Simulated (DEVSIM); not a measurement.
Structure: double heterostructure, GaAs between p- and n-type Al0.25Ga0.75As, at 400 K.

Layer 1 from the left is Al0.25Ga0.75As, thickness (μm) 0.350, Nd (cm⁻³) 4.8e17, τn (s) 3.8e-10, τp (s) 3.8e-10. Layer 2 from the left is GaAs, thickness (μm) 0.110, Na (cm⁻³) 2.3e14, τn (s) 3.8e-10, τp (s) 3.8e-10. Layer 3 from the left is Al0.25Ga0.75As, thickness (μm) 0.580, Na (cm⁻³) 1.1e18, τn (s) 3.8e-10, τp (s) 3.8e-10.

Left contact: ohmic. Right contact: ohmic. Voltage is applied to the left contact. Recombination: SRH at mid-gap, radiative, Auger. Mobility is μmin + (μ − μmin)/(1 + (N/Nref)^α).

This is a model device: material constants are rounded textbook-type values typed into the input, and sizes, dopings and lifetimes were drawn at random. Values at 300 K; Nc and Nv go as T^1.5, mobilities as T to minus their exponent, the gap by Varshni's rule with the affinity fixed.

Al0.25Ga0.75As: gap (eV) 1.7357, affinity (eV) 3.8725, permittivity 12.19, Nc (cm⁻³) 6.5e17, Nv (cm⁻³) 9e18, μn (cm²/Vs) 4375, μp (cm²/Vs) 221, μn,min 500, μp,min 20, Nref,n 6e16, Nref,p 1.5e17, αn 0.39, αp 0.38, T exponent of μn 2.1, T exponent of μp 2.2, B (cm³/s) 2e-10, Cn (cm⁶/s) 1e-30, Cp (cm⁶/s) 1e-30, Varshni α (eV/K) 0.000541, Varshni β (K) 204. GaAs: gap (eV) 1.424, affinity (eV) 4.07, permittivity 12.9, Nc (cm⁻³) 4.7e17, Nv (cm⁻³) 9e18, μn (cm²/Vs) 8500, μp (cm²/Vs) 400, μn,min 500, μp,min 20, Nref,n 6e16, Nref,p 1.5e17, αn 0.39, αp 0.38, T exponent of μn 2.1, T exponent of μp 2.2, B (cm³/s) 2e-10, Cn (cm⁶/s) 1e-30, Cp (cm⁶/s) 1e-30, Varshni α (eV/K) 0.000541, Varshni β (K) 204.

DEVSIM, 1D drift-diffusion, Boltzmann statistics, complete ionisation; no tunnelling, impact ionisation, image-force lowering or self-heating. Band offsets follow the typed affinities; no thermionic-emission limit at abrupt steps, no polarisation charge.

Q: What does the simulation give for the potential step across the device at zero bias, the dark forward voltage at 100 A/cm², the dark forward voltage at 1 A/cm²?

A: potential step across the device at zero bias 1.576 V; dark forward voltage at 100 A/cm² 1.100 V; dark forward voltage at 1 A/cm² 0.849 V.
